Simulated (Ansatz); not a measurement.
Input:

```
CELL_PARAMETERS angstrom
      0.00000     5.26354     5.26354
      5.26354     0.00000     5.26354
      5.26354     5.26354     0.00000
ATOMIC_POSITIONS crystal
  K  0.75000 0.75000 0.75000
  K  0.25000 0.25000 0.25000
  Sn 0.00000 0.00000 0.00000
  Br 0.24805 0.24805 0.75195
  Br 0.75195 0.75195 0.24805
  Br 0.75195 0.24805 0.24805
  Br 0.24805 0.75195 0.75195
  Br 0.24805 0.75195 0.24805
  Br 0.75195 0.24805 0.75195
```

Method: PBEsol, rigid bands (plane waves, PAW, scalar-relativistic; Ansatz, a first-principles code). Geometry: cell and atoms relaxed with PBEsol.

Question: Predict the electron conductivity mass (n e² τ/σ) at 300 K, by direction if it differs.

Answer: 0.31 mₑ.

Question: And the band gap?

Answer: 1.05 eV at this level; semilocal functionals usually fall short of the measured gap.

Rigid bands, one relaxation time for all states, no polarons. Spin-orbit coupling is left out; where it splits the top of the valence band it changes the hole mass and lowers the gap by about a third of the splitting.

Computed structure with no diffraction record at hand here (it may be known, metastable or hypothetical): K2SnBr6 (Fm-3m).
